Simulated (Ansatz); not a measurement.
Worked calculations on one periodic cell of amorphous Si$_{12}$Ga$_{12}$O$_{42}$: Si12Ga12O42, 66 atoms, volume 919.0 Å³, made by a melt-quench on the CHGNet potential and relaxed with DFT. O atoms were pushed apart under 1.9 Å during the dynamics, to hinder bonds among them. It is a model cell: composition and starting density were chosen by hand, and all elements were melted together. Cycles of charging were run to anneal it. The numbers are results of PBE, scalar-relativistic without spin-orbit coupling (plane waves to 420 eV, PAW; Ansatz, an electronic-structure program), not measurements. Sampling: a 2×2×2 Γ-centred mesh; Fermi-Dirac width 0.02 eV; no spin polarisation. Its volume was relaxed, its shape was free, and it stands at a mean pressure of 0.0 GPa with stress components up to 0.1 GPa; the relaxation ran on the zone centre alone. Its density went from a set 3.49 to 3.33 g/cm³. The cell is small and was quenched far faster than a real film, so it is one sample of the glass.

**Question.** Count formal charges (Si +4, Ga +3, O -2). What does the count lead one to expect at the Fermi level, and what does the calculation give?

**Answer.** 12 × (+4) + 12 × (+3) + 42 × (-2) = 0. The charges balance, so the anion-derived valence states can be full and a gap can open. On this mesh the highest filled and lowest empty level lie 2.78 eV apart, the PBE gap of this cell, with a localised state at one edge or both.

Four energies for an added electron at PBE on the zone centre alone (charged cells in a uniform background, spin-polarised): neutral at the neutral geometry -76900.259 eV; charged at the neutral geometry -76894.142 eV; charged and relaxed -76894.209 eV; neutral at the charged geometry -76900.180 eV.

**Question.** Find the two relaxation energies and their sum, the reorganisation energy.

**Answer.** On charging: -76894.142 − (-76894.209) = 0.067 eV. On discharging: -76900.180 − (-76900.259) = 0.079 eV. The sum is 0.146 eV. The carrier's level spreads over 39 of the 66 atoms' worth, more than a fifth of the atoms or a third of the atoms of its main element (six at least), and the sum is small, so it counts as a band carrier, whose relaxation energy shrinks as the cell grows. PBE's self-interaction favours spread-out carriers, so a hybrid can localise more.
